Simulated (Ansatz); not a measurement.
Consider La2O3 (space group P-3m1, No. 164; a = 3.9353 Å, c = 6.1263 Å).

It is then changed as follows: every O is replaced by Te, then cell and atoms are relaxed.

Method: r2SCAN (Ansatz, a program for electronic structure; PAW; 500 eV plane waves; without spin-orbit coupling).

Base, band edges from the VBM (valence, conduction): K -0.12, 4.23; H -0.24, 4.64; M -0.30, 4.28; L 0.00, 4.89; A -0.29, 5.18; Γ -0.12, 4.75 eV.

Problem. Give the band edges at the high-symmetry points of the new zone, measured from its valence-band maximum.

Solution. 
| point | valence edge (eV) | conduction edge (eV) |
|---|---|---|
| Γ | 0.00 | 1.52 |
| M | -0.45 | 1.39 |
| K | -0.67 | 1.69 |
| A | -1.03 | 1.78 |
| L | -0.48 | 1.89 |
| H | -0.89 | 1.99 |

The gap is 1.39 eV, indirect, Γ → M.

Spin-orbit coupling, missing from the scalar runs, can matter with Te. Whether these cells are dynamically stable was not tested. As relaxed here, La2Te3 is a hypothetical phase, not in the database extracts checked.
